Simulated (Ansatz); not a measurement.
Sn (space group I4_1/amd, No. 141)

```yaml
crystal:
  lattice:
    - [-2.91645, 2.91645, 1.57904]
    - [2.91645, -2.91645, 1.57904]
    - [2.91645, 2.91645, -1.57904]
  atoms:
    - { symbol: Sn, position: [0.75000, 0.25000, 0.50000] }
    - { symbol: Sn, position: [0.00000, 0.00000, 0.00000] }
```

The values are results of plane-wave PAW DFT at the PBEsol level (Ansatz, a quantum-chemistry and plane-wave program, 420 eV), no spin-orbit coupling, not measurements. k-mesh 17×17×17 (Γ-centred); smearing 0.05 eV (Fermi–Dirac).

The volume per atom is 26.86 Å³ and the density comes out as 7.34 g/cm³. The band gap comes out as zero and the total energy is -5949.782 eV/atom (σ→0; compares only within this code and set-up).

No phonon test of stability was made.
